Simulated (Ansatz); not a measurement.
Effective masses and thermopower of GaAs under load (space group P6_3mc)

Data:

```
GaAs
1.0
    3.99945     0.00000     0.00000
   -1.99973     3.46363     0.00000
    0.00000     0.00000     6.46751
Ga As
2 2
Direct
  0.33333   0.66667   0.99917
  0.66667   0.33333   0.49917
  0.33333   0.66667   0.37583
  0.66667   0.33333   0.87583
```

Computed with r2SCAN with spin-orbit coupling, rigid bands (plane waves, PAW; Ansatz, a quantum-chemistry and plane-wave program). Condition of this run: uniaxial stress along c of 2.4 GPa (compression positive) (the target of the relaxation). Cell: cell and atoms relaxed with PBEsol, then loaded as said.

```json
{
  "band_gap": "0.83 eV",
  "electron conductivity mass (300 K, dilute)": "0.107 (x), 0.107 (y), 1.03 (z) mₑ",
  "hole conductivity mass (300 K, dilute)": "0.51 (x), 0.51 (y), 0.60 (z) mₑ",
  "effective density of states N_c (300 K)": "2.8e18 cm⁻³",
  "effective density of states N_v (300 K)": "9.6e18 cm⁻³",
  "density_of_states_mass_electrons": "0.23 mₑ",
  "density_of_states_mass_holes": "0.53 mₑ",
  "Seebeck coefficient, n-type 1e19 cm⁻³, 300 K": "-126 μV/K",
  "Seebeck coefficient, p-type 1e19 cm⁻³, 300 K": "246 μV/K"
}
```

Rigid bands; masses and Seebeck coefficients take one relaxation time τ for all states and one kind of carrier; polarons and phonon drag are left out. Geometry: cell and atoms relaxed with PBEsol.
